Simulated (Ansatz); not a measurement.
The starting structures come from a database of crystals and need not be the phases stable at ambient conditions.

By PBEsol, the system below comes out a metal.

Data:

```yaml
crystal:
  lattice:
    - [3.13942, 0.00000, 0.00000]
    - [0.00000, 6.14685, 0.00000]
    - [0.00000, 0.00000, 2.95022]
  atoms:
    - { symbol: In, position: [0.00248, 0.00000, 0.00000] }
    - { symbol: Sb, position: [0.74752, 0.50000, 0.00000] }
```

Space group of this cell: Pmm2. The cell is strained (lengths along the current scaled by 0.97, ions clamped); by PBEsol its mean pressure is -1.0 GPa.

The current flows along the normal of the first two printed cell vectors. No spin-orbit coupling; the value is a mean over 0.1 eV about the Fermi level.

Estimate the ballistic conductance per area that PBEsol in Ansatz (a program for electronic structure) returns for this system.

0.93 × 10¹⁵ S/m² for both spins.
